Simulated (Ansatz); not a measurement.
## InP: pressure series

Base system: InP in the zinc blende structure (space group F-43m, No. 216).

InP is modelled in the cubic space group F-43m (No. 216), the zinc blende structure, Pearson symbol cF8. Conventional cell: a = 5.959 Å, b = 5.959 Å, c = 5.959 Å, α = 90.00°, β = 90.00°, γ = 90.00°. P on 4d has 4 In at 2.580 Å (tetrahedral). In on 4a is surrounded by 4 P at 2.580 Å (tetrahedral). (Neighbours: up to the widest gap in distance over summed covalent radii, below 1.35, at either atom; cation-cation and far metal-metal contacts left out.)
(The calculation used a cell of 2 atoms; values per cell refer to that cell.)

Cell and atoms are relaxed at each pressure.

Calculations: PBE/PAW in Ansatz (a program for electronic structure), scalar-relativistic without spin-orbit coupling.

Notes on the quantities. hole mass: degenerate bands, along [100].

| case | electron mass | lattice parameter a | hole mass | band gap |
|---|---|---|---|---|
| base | 0.037 mₑ (at Γ) | 5.959 Å | 0.037, 0.47, 0.47 mₑ (at Γ) | 0.44 eV |
| pressure −2 GPa | – | 6.033 Å | – | 0.24 eV |
| pressure −1 GPa | 0.030 mₑ (at Γ) | 5.995 Å | 0.030, 0.47, 0.47 mₑ (at Γ) | 0.35 eV |
| pressure 0.3 GPa | 0.039 mₑ (at Γ) | 5.950 Å | 0.039, 0.46, 0.46 mₑ (at Γ) | 0.47 eV |
| pressure 0.7 GPa | 0.041 mₑ (at Γ) | 5.937 Å | 0.041, 0.46, 0.46 mₑ (at Γ) | 0.51 eV |
| pressure 1.5 GPa | 0.046 mₑ (at Γ) | 5.912 Å | 0.046, 0.45, 0.45 mₑ (at Γ) | 0.57 eV |
| pressure 3 GPa | 0.055 mₑ (at Γ) | 5.871 Å | 0.054, 0.44, 0.44 mₑ (at Γ) | 0.69 eV |
| pressure 5 GPa | (withheld) | (withheld) | (withheld) | (withheld) |
| pressure 7.5 GPa | 0.075 mₑ (at Γ) | 5.764 Å | 0.074, 0.41, 0.41 mₑ (at Γ) | 0.99 eV |
| pressure 10 GPa | 0.084 mₑ (at Γ) | 5.715 Å | 0.083, 0.40, 0.40 mₑ (at Γ) | 1.12 eV |

Question: Some entries are withheld; estimate them.

Answer: 
- pressure 5 GPa, electron mass: 0.064 mₑ (at Γ)
- pressure 5 GPa, lattice parameter a: 5.820 Å
- pressure 5 GPa, hole mass: 0.064, 0.42, 0.42 mₑ (at Γ)
- pressure 5 GPa, band gap: 0.83 eV

Load acts through the strain it causes; cell and atoms are relaxed under it. Masses are band curvatures over ±0.01 Å⁻¹ around the edge. Whether these cells are dynamically stable was not tested. Measured, InP leaves this structure (for rock salt) near 9.8 GPa (temperature not stated; as listed in Datta, Sujoy, Jana, Debnarayan, arXiv (2020)). A zero or small gap of InP under pressure −2 GPa can be the functional's error rather than a property of the material.
